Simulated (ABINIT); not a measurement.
A self-consistent single point of LiVMoO6 (Cm, 9 atoms in the cell) with ABINIT

Method: PBEsol, PAW (JTH v2.0 PBE PAW, files made for PBE) (plane waves; ABINIT 10.0.3).

This input was run:

```
# LiVMoO6, JTH v2.0 PBE PAW
pp_dirpath "./"
pseudos "Li.GGA_PBE-JTH.xml, V.GGA_PBE-JTH.xml, Mo.GGA_PBE-JTH.xml, O.GGA_PBE-JTH.xml"
acell 5.0845085959 5.0845085959 6.7820897425 Angstrom
rprim
         0.9307625134   -0.3656243204    0.0000000000
         0.9307625134    0.3656243204    0.0000000000
        -0.3797031738    0.0000000000    0.9251083719
natom 9
ntypat 4
znucl 3 23 42 8
typat 1 2 3 4 4 4 4 4 4
xred
         0.0085800000    0.0085800000    0.0179000000
         0.8106600000    0.8106600000    0.3442500000
         0.1829600000    0.1829600000    0.6409900000
         0.6896800000    0.6896800000    0.5592600000
         0.3036100000    0.3036100000    0.4288200000
         0.9762400000    0.9762400000    0.2977800000
         0.0239200000    0.0239200000    0.7171800000
         0.6666500000    0.6666500000    0.1101500000
         0.3377000000    0.3377000000    0.8836800000
ecut 30
pawecutdg 60
pawovlp -1
pawxcdev 0
ixc -116133
occopt 1
nband 37
kptopt 1
ngkpt 4 4 2
nshiftk 1
shiftk 0.5 0.5 0.5
nstep 80
tolvrs 1.0e-11
diemac 9
prtwf 0
prtden 0
```

Output, abridged:

```
 Symmetries : space group Cm (#  8); Bravais mC (1-face-center monocl.)

 -outvars: echo values of preprocessed input variables --------
            acell      9.6083287666E+00  9.6083287666E+00  1.2816292222E+01 Bohr
           diemac      9.00000000E+00
             ecut      3.00000000E+01 Hartree
              ixc     -116133
         kptrlatt        4    0    0      0    4    0      0    0    2
          kptrlen      2.56325844E+01
            natom           9
            nband          37
            ngfft          48      48      64
          ngfftdg          72      72      90
             nkpt          10
            nstep          80
             nsym           2
           ntypat           4
        pawecutdg      6.00000000E+01 Hartree
          pawovlp     -1.0000000000E+00
         pawxcdev           0
            rprim      9.3076251340E-01 -3.6562432040E-01  0.0000000000E+00
                       9.3076251340E-01  3.6562432040E-01  0.0000000000E+00
                      -3.7970317380E-01  0.0000000000E+00  9.2510837190E-01
           shiftk      5.00000000E-01  5.00000000E-01  5.00000000E-01
          spgroup           8
           tolvrs      1.00000000E-11
            typat      1  2  3  4  4  4  4  4  4
           useylm           1
             xred      8.5800000000E-03  8.5800000000E-03  1.7900000000E-02
                       8.1066000000E-01  8.1066000000E-01  3.4425000000E-01
                       1.8296000000E-01  1.8296000000E-01  6.4099000000E-01
                       6.8968000000E-01  6.8968000000E-01  5.5926000000E-01
                       3.0361000000E-01  3.0361000000E-01  4.2882000000E-01
                       9.7624000000E-01  9.7624000000E-01  2.9778000000E-01
                       2.3920000000E-02  2.3920000000E-02  7.1718000000E-01
                       6.6665000000E-01  6.6665000000E-01  1.1015000000E-01
                       3.3770000000E-01  3.3770000000E-01  8.8368000000E-01
            znucl        3.00000   23.00000   42.00000    8.00000

== DATASET  1 ==================================================================

 Real(R)+Recip(G) space primitive vectors, cartesian coordinates (Bohr,Bohr^-1):
 R(1)=  8.9430722 -3.5130387  0.0000000  G(1)=  0.0559092 -0.1423269  0.0229475
 R(2)=  8.9430722  3.5130387  0.0000000  G(2)=  0.0559092  0.1423269  0.0229475
 R(3)= -4.8663868  0.0000000 11.8564592  G(3)=  0.0000000  0.0000000  0.0843422
 Unit cell volume ucvol=  7.4499726E+02 bohr^3
 Angles (23,13,12)=  1.10696242E+02  1.10696242E+02  4.28920190E+01 degrees

 Coarse grid specifications (used for wave-functions):

 getcut: wavevector=  0.0000  0.0000  0.0000  ngfft=  48  48  64
         ecut(hartree)=     30.000   => boxcut(ratio)=   2.02585

 Fine grid specifications (used for densities):

 getcut: wavevector=  0.0000  0.0000  0.0000  ngfft=  72  72  90
         ecut(hartree)=     60.000   => boxcut(ratio)=   2.01391

   5.49261587E+03                                ecore*ucvol(ha*bohr**3)

_setup2: Arith. and geom. avg. npw (full set) are    5847.375    5847.366

--- !BeginCycle
solver: {iscf: 17, nstep: 80, nline: 4, wfoptalg: 10, }
tolerances: {tolvrs: 1.00E-11, }
...

     iter   Etot(hartree)      deltaE(h)  residm     nres2
 ETOT  1  -243.31048511551    -2.433E+02 1.401E+00 2.068E+02
 ETOT  2  -245.20026440649    -1.890E+00 4.251E-02 1.493E+02
 ETOT  3  -245.14872610489     5.154E-02 2.097E-02 4.133E+01
 ETOT  4  -245.13695378914     1.177E-02 5.338E-03 4.648E+01
 ETOT  5  -245.13148450173     5.469E-03 1.260E-02 7.404E+00
 ETOT  6  -245.13057851156     9.060E-04 4.946E-03 1.991E+00
   [... 14 lines left out ...]
 ETOT 21  -245.12978696267     2.757E-12 3.495E-05 9.294E-10
 ETOT 22  -245.12978696267    -2.331E-12 5.663E-05 1.250E-10
 ETOT 23  -245.12978696267     5.969E-13 3.187E-05 1.027E-10
 ETOT 24  -245.12978696268    -3.325E-12 5.149E-05 1.190E-11
 ETOT 25  -245.12978696268    -7.674E-13 2.887E-05 4.427E-12

 At SCF step   25       nres2   =  4.43E-12 < tolvrs=  1.00E-11 =>converged.

 Cartesian components of stress tensor (hartree/bohr^3)
  sigma(1 1)=  3.35885221E-04  sigma(3 2)=  0.00000000E+00
  sigma(2 2)=  3.01883375E-04  sigma(3 1)=  1.15742962E-05
  sigma(3 3)=  3.00774873E-04  sigma(2 1)=  0.00000000E+00

 ----iterations are completed or convergence reached----

 reduced coordinates (array xred) for    9 atoms
       0.008580000000      0.008580000000      0.017900000000
       0.810660000000      0.810660000000      0.344250000000
       0.182960000000      0.182960000000      0.640990000000
       0.689680000000      0.689680000000      0.559260000000
       0.303610000000      0.303610000000      0.428820000000
       0.976240000000      0.976240000000      0.297780000000
       0.023920000000      0.023920000000      0.717180000000
       0.666650000000      0.666650000000      0.110150000000
       0.337700000000      0.337700000000      0.883680000000
 cartesian forces (eV/Angstrom) at end:
    1      0.06481522057748    -0.00000000000000     0.07440345339771
    2      0.07808038313595    -0.00000000000000    -0.67404040682531
    3     -0.02483814521159    -0.00000000000000     0.67478749657914
    4      0.00391787424318    -0.00000000000000     0.10638551045359
    5     -0.24927245493902    -0.00000000000000     0.05351604219650
    6     -0.86017736435641    -0.00000000000000     0.32471605907106
    7      1.02212604067958    -0.00000000000000    -0.37640998103945
    8      0.56723638552733    -0.00000000000000     0.96096844334734
    9     -0.60188793965650    -0.00000000000000    -1.14432661718057
 frms,max,avg= 4.6948335E-01 1.1443266E+00  -1.727E-04  0.000E+00 -1.202E-05 e/A
 length scales=  9.608328766554  9.608328766554 12.816292221978 bohr
              =  5.084508595900  5.084508595900  6.782089742500 angstroms
 Fermi (or HOMO) energy (hartree) =   0.06400   Average Vxc (hartree)=  -0.36497
 Eigenvalues (hartree) for nkpt=  10  k points:
 kpt#   1, nband= 37, wtk=  0.06250, kpt=  0.1250  0.1250  0.2500 (reduced coord)
  -2.27327   -2.19000   -1.48616   -1.32024   -1.31745   -1.31340   -1.24438   -1.24108
  -1.23910   -0.58707   -0.54431   -0.52966   -0.52001   -0.51186   -0.50074   -0.11585
  -0.10839   -0.07890   -0.07677   -0.04312   -0.04219   -0.02855   -0.02353   -0.01288
  -0.01273   -0.00362    0.00646    0.01417    0.01730    0.02436    0.03432    0.04582
   0.05116    0.15997    0.18473    0.19803    0.20864
 prteigrs : prtvol=0 or 1, do not print more k-points.

--- !EnergyTerms
comment             : Components of total free energy in Hartree
kinetic             :  6.58793196687203E+01
hartree             :  8.13953647846587E+01
xc                  : -2.55757791189986E+01
Ewald energy        : -1.46764424810841E+02
psp_core            :  7.37266582703621E+00
local_psp           : -2.41077328258457E+02
spherical_terms     :  1.36403950627963E+01
total_energy        : -2.45129786845085E+02
total_energy_eV     : -6.67032072536159E+03
...

-Cartesian components of stress tensor (GPa)         [Pressure= -9.2043E+00 GPa]
- sigma(1 1)=  9.88208271E+00  sigma(3 2)=  0.00000000E+00
- sigma(2 2)=  8.88171405E+00  sigma(3 1)=  3.40527494E-01
- sigma(3 3)=  8.84910079E+00  sigma(2 1)=  0.00000000E+00

 Calculation completed.
```

The run converged in 25 iterations.

The starting cell comes from a database of computed structures (which also holds hypothetical and non-ambient phases and stackings), without a prior relaxation at this level. The potentials were made for another functional than the one used. With a pressure of about -9 GPa the cell is away from its equilibrium volume at this level. Forces in this geometry exceed 1 eV/Å.

Cost on one core of a shared machine: roughly 5 min.
